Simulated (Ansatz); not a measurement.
**The (100) surface of rock-salt TaC, Ru on all Ta sites of the second plane (bottom of the slab: a bare face, its two planes held)**

All values below come from PBE (plane waves to 420 eV, PAW; Ansatz, a first-principles code).

Set-up: 12 atoms, 10.9 Å thick at the start; mesh 12x12x1; 0.1 eV smearing; dipole correction on; 4 atoms held, the rest relaxed; symmetry of the start imposed; no spin, no spin-orbit, no U. In PBE it is, or lies within 0.01 eV a 1x1 cell of, the lowest of the 2 structures of its composition computed so far; larger cells were not tried.

The work function of the top face is 4.23 eV, the energy released by relaxation is 0.39 eV and the cost is very roughly 7 core-minutes.
